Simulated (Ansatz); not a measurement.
The parent structure is WSe2 (space group P6_3/mmc, No. 194; a = 3.230 Å, c = 12.411 Å; layered, stacked along the Cartesian z axis). Axes: x lies along a and z along c of the hexagonal cell.

The values are results of plane-wave PAW DFT at the PBEsol-D3(BJ) level (Ansatz, a quantum-chemistry and plane-wave program, 420 eV), no spin-orbit coupling, not measurements.

For the base:

```
Item                              Value
-----------------------------  --------
Shortest interatomic distance   2.511 Å
Band gap                        0.67 eV
Pressure                       0.00 GPa
```

Perturbation: the cell is compressed by 2.40 % along x with no lateral relaxation, atoms relaxed at fixed cell.

**Question.** What does the calculation give for the shortest interatomic distance, band gap, energy relative to the base and pressure after the change?

**Answer.** The shortest interatomic distance decreases by 0.012 Å, from 2.511 Å to 2.499 Å; the band gap drops by 0.02 eV to 0.65 eV; the energy increases by 8.2 meV/atom; the pressure (mean of the normal stresses, compression positive) goes from zero to 2.52 GPa.

Spin-orbit coupling, missing from the scalar runs, can matter with W. The cells carry an imposed strain or load. Stability against distortions was not tested.
